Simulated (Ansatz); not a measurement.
End structure of a constructed model of the (110) surface of bcc W, a pseudomorphic layer of Au in the host's stacking (bottom of the slab: a bare face, its two planes held):

```
CELL_PARAMETERS angstrom
      2.75768     0.00000     0.00000
     -0.91923     2.59996     0.00000
      0.00000     0.00000    30.00000
ATOMIC_POSITIONS crystal
  W  0.50000 0.50000 0.26803
  W  0.00000 0.00000 0.34309
  W  0.50000 0.50000 0.41823
  W  0.00000 0.00000 0.49313
  W  0.50000 0.50000 0.56824
  W  0.00000 0.00000 0.64145
  Au 0.50000 0.50000 0.72048
```

Model: 7-atom slab, 13.9 Å thick at the start with caps and adatoms (thin: gaps and levels are the slab's own), 14x14x1 mesh, Fermi-Dirac 0.1 eV, dipole correction, 2 atoms held, the rest relaxed; symmetry of the start imposed; no spin, no spin-orbit, no U. It is one candidate, not shown to be the stable structure of the face.

### Question
What work function of the top face does PBE (Ansatz, a quantum-chemistry and plane-wave program) give?

### Answer
4.99 eV
